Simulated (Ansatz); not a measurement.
Cost and result by functional for the surface energy of the (100) surface of rock-salt SrO in its 1x1 cell (cut with top plane O + Sr, bottom plane O + Sr), outermost plane spacing 2.60 Å in the ideal cut, in Ansatz (plane waves, PAW). Single points on the PBE structure, on one kind of machine; costs are rough ratios of the slab run's core time (references not counted) to the cheapest single point. r2SCAN's cost holds its higher cutoff (500 against 420 eV). Differences are taken against HSE06 for comparison alone: no measured value is at hand, so the table doesn't rank accuracy. HSE06 ran on a coarser k-mesh, which lowers its cost and carries part of its shift.

Slab: 12 atoms, O6Sr6, 13.0 Å thick at the start; k 7x7x1, smearing 0.025 eV, dipole-corrected; all atoms relaxed; held to the start's symmetry, so lower structures may exist; no spin, no spin-orbit, no U. These notes are the PBE run's.

```tsv
functional	relative cost	surface energy (J/m²)	less HSE06 (J/m²)
LDA	1	0.71	0.14
RPBE	1	0.39	-0.18
PBEsol	1	0.60	0.03
r2SCAN	2	0.64	0.07
HSE06	9	0.57	0.00
PBE (the relaxed run's value)	–	0.51	-0.06
```

The values span 0.33 J/m², while the single points' costs differ by a factor of roughly 9. Differences are of unrounded values.

Ansatz is a program for electronic structure.
